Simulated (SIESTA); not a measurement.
A self-consistent single point of ZrCrW (P1, 6 atoms in the cell) with SIESTA.

Method: LDA PW92, numerical atomic orbitals TZP, PseudoDojo LDA standard norm-conserving potentials (rewritten from UPF to PSML) run with SIESTA 5.4.2.

The change in words: atoms moved at random. Reference geometry:
```xyz
6
Lattice="-2.6008 2.6660 3.6856 2.6008 -2.6660 3.6856 2.6008 2.6660 -3.6856" Properties=species:S:1:pos:R:3 pbc="T T T"
Zr     0.0000     1.3330     0.9077
Zr     2.6008     1.3330     2.7779
Cr     1.3004    -1.3330     1.8428
Cr     1.3004     1.3330    -1.8428
W      0.0000     0.0000     3.6856
W      2.6008     0.0000     0.0000
```

Reference input (self-consistent single point, DFT, LDA PW92, numerical atomic orbitals TZP, PseudoDojo LDA standard norm-conserving potentials (rewritten from UPF to PSML)): XC.functional = LDA; XC.authors = PW92; potentials = PseudoDojo LDA standard; PAO.BasisSize = TZP; PAO.EnergyShift = 0.01 Ry; MeshCutoff = 350 Ry; kgrid.MonkhorstPack = 4 4 4; OccupationFunction = FD; ElectronicTemperature = 1578.21 K; MaxSCFIterations = 150; SCF.Mixer.Method = Pulay; SCF.Mixer.Weight = 0.2. This run's input differs from it in these lines:

```diff
@@ -19,8 +19,8 @@
 %block AtomicCoordinatesAndAtomicSpecies
-     0.373140000    0.123140000    0.250000000  1
-     0.626860000    0.876860000    0.750000000  1
-     0.000000000    0.500000000    0.000000000  2
-     0.000000000    0.000000000    0.500000000  2
-     0.500000000    0.500000000    0.000000000  3
-     0.000000000    0.500000000    0.500000000  3
+     0.369268000    0.113677000    0.250983000  1
+     0.628015000    0.870865000    0.749732000  1
+    -0.007030000    0.505603000   -0.010762000  2
+     0.010031000   -0.005648000    0.498718000  2
+     0.501989000    0.507923000   -0.004661000  3
+    -0.002272000    0.507579000    0.515991000  3
 %endblock AtomicCoordinatesAndAtomicSpecies
```

Output (repeated stretches shortened):

```
        iscf     Eharris(eV)        E_KS(eV)     FreeEng(eV)     dDmax    Ef(eV) dHmax(eV)
   scf:    1   -11278.933862   -11590.034940   -11590.235703  1.621748 -2.758857 51.107235
   scf:    2   -10721.735840   -11487.622204   -11487.889579  1.044773 -4.819503 61.316268
   scf:    3   -11594.623785   -11710.727370   -11710.920654  0.629368 -3.877506 17.347969
   scf:    4   -11730.616526   -11723.965136   -11724.165774  0.130448 -4.176405  6.402749
   scf:    5   -11706.768903   -11720.747139   -11721.020556  0.181868 -4.806388 13.682511
   [... 11 lines left out ...]
   scf:   17   -11726.300364   -11726.300370   -11726.539405  0.000021 -4.687638  0.000383
   scf:   18   -11726.300364   -11726.300367   -11726.539405  0.000011 -4.687715  0.000552
   scf:   19   -11726.300369   -11726.300368   -11726.539405  0.000011 -4.687670  0.000083
   scf:   20   -11726.300368   -11726.300368   -11726.539405  0.000002 -4.687677  0.000084
SCF Convergence by DM+H criterion
max |DM_out - DM_in|         :     0.0000023208
max |H_out - H_in|      (eV) :     0.0000842615
SCF cycle converged after 20 iterations

Using DM_out to compute the final energy and forces

siesta: E_KS(eV) =           -11726.3004

siesta: E_KS - E_eggbox =    -11726.3004

siesta: Atomic forces (eV/Ang):
     1    0.278994   -0.200841    0.617523
     2    0.370597   -0.300617    0.183022
     3    0.126873    0.787042   -0.541437
     4    0.426254   -0.398798   -0.139106
     5   -0.145448    0.793198   -0.700570
     6   -1.063748   -0.679183    0.582137
   Tot   -0.006478    0.000800    0.001570
   Max    1.063748
   Res    0.533455    sqrt( Sum f_i^2 / 3N )
   Max    1.063748    constrained

   [... lines left out ...]
siesta: FreeEng =    -11726.539405
siesta: Cell volume =        102.220950 Ang**3
siesta:        -136.05228678       -105.19422298  kBar
   [... lines left out ...]

             -0.132  -0.095  -0.106  -0.121   0.115   0.137   0.183   0.169

              0.211

mulliken: Qtot =       80.000

Mulliken Atomic Populations:
Atom #   charge [q] valence [e]  Species
     1     0.313027   11.686973  Zr
     2     0.311698   11.688302  Zr
     3    -0.484129   14.484129  Cr
     4    -0.477522   14.477522  Cr
     5     0.168243   13.831757  W
     6     0.168684   13.831316  W
 Total    -0.000000
```

The run converged in 20 iterations. Against the reference run the free energy rises by 27.1 meV/atom, the pressure goes from -14.47 to -13.61 GPa and the largest force goes from 0.013 to 1.390 eV/Å.

The starting cell comes from a database of computed structures (which also holds hypothetical and non-ambient phases and stackings), without a prior relaxation at this level. For this run, on top of that: atoms moved at random. Spin polarisation is off. Values carry the incompleteness of an atom-centred basis. With a pressure of about -14 GPa the cell is away from its equilibrium volume at this level. Forces in this geometry exceed 1 eV/Å.

Cost on one core of a shared machine: roughly 2 min.
